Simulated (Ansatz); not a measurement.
## A constructed model of the (0001) surface of hcp Ru, a pseudomorphic layer of Os in the other hollow (bottom of the slab: a bare face, its two planes held)

All values below come from PBE (plane waves to 420 eV, PAW; Ansatz, a quantum-chemistry and plane-wave program).

Model: 7-atom slab, 13.3 Å thick at the start with caps and adatoms (thin: gaps and levels are the slab's own), 16x16x1 mesh, Fermi-Dirac 0.1 eV, dipole correction, 2 atoms held, the rest relaxed; start symmetry kept, larger cells not searched; no spin, no spin-orbit, no U. In PBE it lies 0.17 eV a 1x1 cell over the lowest computed structure of the same composition (a pseudomorphic layer of Os in the host's stacking).

```json
{
  "work_function_of_the_top_face": "5.29 eV",
  "energy_released_by_relaxation": "0.58 eV",
  "cost": "roughly 100 core-seconds"
}
```
